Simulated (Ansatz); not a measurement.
An Ansatz (an electronic-structure program) run: hypothetical Fm-3m WTe2 with a change (Te → Sn); Ansatz PBEsol, without spin-orbit coupling, earlier PAW set.

Input:

Ansatz 0.2 input:
```yaml
crystal:
  lattice:
    - [0, 3.2603217903, 3.2603217903]
    - [3.2603217903, 0, 3.2603217903]
    - [3.2603217903, 3.2603217903, 0]
  atoms:
    - { symbol: W, position: [0, 0, 0] }
    - { symbol: Sn, position: [0.25, 0.25, 0.25] }
    - { symbol: Sn, position: [0.75, 0.75, 0.75] }
basis: { ecutwfc: 420, ecutrho_ratio: 4, xc_grid: 2, fft_grid_basis: typed }
kpoints: { mp_grid: { grid: [12, 12, 12] } }
hamiltonian:
  xc: pbesol
  dispersion: none
  pseudopotentials: { azcp: { folder: ./paw }, kind: paw }
scf: { occupations: { method: fermi_dirac, width: 0.05 }, convergence: { dr2_threshold: 0.0000000003 } }
output: { forces: true, stress: true }
checkpoint: { write: state.ck, write_every: 1000 }
```

Output (explanatory and most iteration lines left out):

```
Pseudopotential: W, paw, valence charge 14
Pseudopotential: Sn, paw, valence charge 14
Crystal: 3 atoms, lattice volume = 69.312 Å³
Basis set: ecut = 420 eV, 1363 PW (Γ), exchange–correlation on 64×64×64 points (8 copies of the dense FFT grid, shifted against one another)
Bands: 25, of which v1, the nominal top of the filled ones, is band 21 counted from 1 (20 counted from 0)
Symmetry: 48 space group operations
Space group: Fm-3m (ITA 225), of the structure as read, at distance tolerance 4.1e-5 Å
k-points: 72 of 1728
Functional: x = pbesol(κ = 0.804, μ = 0.12345679012345678), c = pbesol(β = 0.046)
SCF iter   1: F=—  HF=-22155.096064 eV  |F-HF|=—  |Δ(HF+E_count)|=         —  Δρ=2.83e-2  dr2=5.35e-1  ethr=3.10e-3  ⟨swp⟩=6.0  Hψ=7890  notcnv=0
SCF iter   2: F=—  HF=-22154.988986 eV  |F-HF|=—  |Δ(HF+E_count)|=   1.07e-1  Δρ=1.60e-2  dr2=2.00e-1  ethr=1.27e-3  ⟨swp⟩=2.0  Hψ=2602  notcnv=0
SCF 1 converged in 10 iterations: F = -22154.927166 eV  dr2 = 3.20e-11
SCF converged after 10 iterations
Free energy (F): -22154.927166 eV
Internal energy: -22154.893193 eV  (E = F + TS)
E sigma→0 (E₀):  -22154.910179 eV
Entropy (-TS):   -0.033973 eV (-11.324 meV/atom)
Fermi energy:    13.217929 eV
--- Forces (eV/Å), atoms counted from 1 ---
  atom   1  W     -0.00000000     0.00000000     0.00000000
  atom   2  Sn    -0.00000000     0.00000000     0.00000000
  atom   3  Sn     0.00000000     0.00000000    -0.00000000
--- Stress (GPa, compression-positive) ---
       -0.000342       0.000000      -0.000000
       -0.000000      -0.000342      -0.000000
        0.000000       0.000000      -0.000342
  P = ⅓ Tr σ = -0.0003 GPa (-0.003 kbar)
```

Whether these cells are dynamically stable was not tested. All final runs are without spin polarisation. The cell was made from WTe2 by this change: Te → Sn; the result is a hypothetical phase, not in the database extracts checked. Sn2W has a high density of states at the Fermi level and may be magnetic at this level.
